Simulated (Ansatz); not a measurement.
Consider La$_{2}$O$_{3}$ (space group P-3m1, No. 164; a = 3.906 Å, c = 6.040 Å).

Modification: cell and atoms relaxed at a pressure of 75 GPa.

Levels (all Ansatz, a quantum-chemistry and plane-wave program, PAW): PBEsol (420 eV, without spin-orbit coupling); r2SCAN (500 eV, no SOC); HSE06 (420 eV, scalar-relativistic without spin-orbit coupling).

One geometry, relaxed with PBEsol, under each level:

```csv
level,band gap,lowest conduction level above the VBM at special points,pressure
PBEsol,3.56 eV,K 3.56 eV; Γ 3.60 eV; M 4.02 eV; A 4.26 eV,75.00 GPa
r2SCAN,4.04 eV,K 4.04 eV; Γ 4.22 eV; M 4.56 eV; A 4.86 eV,85.73 GPa
HSE06,5.04 eV,K 5.04 eV; Γ 5.16 eV; M 5.70 eV,–
```

Single points use the geometry relaxed with PBEsol. Their cutoffs differ, which shifts pressures a little. HSE06 was sampled on its mesh, a few special points and the semilocal edge points, so its gap is an upper bound. Load acts through the strain it causes; cell and atoms are relaxed under it. Stability against distortions was not tested. No other phases were tried under pressure.
